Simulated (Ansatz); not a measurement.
Si under load (space group I4_1/amd), Ansatz (a program for electronic structure) with r2SCAN with spin-orbit coupling, rigid bands. Condition of this run: uniaxial stress zz = 2 GPa (compression positive) (the target of the relaxation). Band gap 0.54 eV, N_c = 9.65e18 cm⁻³ and N_v = 4.85e18 cm⁻³ at 300 K, conductivity masses along y (a = (0.00, 2.73, 2.68) Å; b = (2.73, 0.00, 2.68) Å; c = (2.73, 2.73, 0.00) Å) of 0.208 mₑ (electrons) and 0.322 mₑ (holes). Take k_BT = 0.02585 eV.

Problem. What thermal injection velocity √(2k_BT/πm) limits a ballistic channel along the direction named?

Solution. 1.18e7 cm/s for electrons and 9.48e6 cm/s for holes, a ratio of √(m_h/m_e) = 1.24, for dilute carriers.

Problem. What built-in voltage has an abrupt junction with N_A = 1e17 and N_D = 1e18 cm⁻³, all dopants ionised?

Solution. V_bi = E_g/e − (k_BT/e) ln(N_c N_v/(N_A N_D)) = 0.54 − 0.02585 × 6.15 = 0.38 V, for the computed gap.

Problem. Find the intrinsic carrier density and the intrinsic Fermi level.

Solution. n_i = √(N_c N_v) exp(−E_g/2k_BT) = 6.84e18 × exp(−10.44) = 2.0e14 cm⁻³. The level lies (k_BT/2) ln(N_v/N_c) = -9 meV from mid-gap (positive towards the conduction band). Each 0.1 eV added to the gap lowers n_i by a factor of 6.9.

Rigid bands with the computed gap; masses take one relaxation time for all states.
